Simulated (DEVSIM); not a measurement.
Structure: Co/HfO2/n-Si capacitor, at 300 K.

Layer 1 from the left is HfO2, thickness (nm) 16.0. Layer 2 from the left is Si, thickness (nm) 1100, Nd (cm⁻³) 2.5e17.

Metal gate on the left, work function 5 eV. Fixed charge at the semiconductor interface 0 cm⁻² (in units of +e); no interface traps.

This is a model device: material constants are rounded textbook-type values typed into the input, and sizes, dopings and lifetimes were drawn at random. Values at 300 K.

HfO2: gap (eV) 5.7, affinity (eV) 2.5, permittivity 22. Si: gap (eV) 1.124, affinity (eV) 4.05, permittivity 11.7, Nc (cm⁻³) 2.86e19, Nv (cm⁻³) 3.1e19.

**Question.** Estimate by hand the flat-band voltage, the threshold voltage, and compare with a numerical solution.

**Answer.** 
- Flat-band voltage: C = 1.22 μF/cm², work-function difference 0.827 V; VFB = φms − qNf/C = 0.83 V; numerical 0.83 V.
- Threshold voltage: φF = 0.438 V, depletion charge √(4εqNφF) = 2.70e-7 C/cm²; VT = VFB − 2φF − Qd/C = -0.27 V; numerical -0.27 V.

Model (solved in DEVSIM): 1D Poisson equation in equilibrium, Boltzmann statistics, complete ionisation; no quantum confinement or tunnelling. Metal contacts follow the ideal Schottky-Mott rule: no Fermi-level pinning, no interface dipoles.
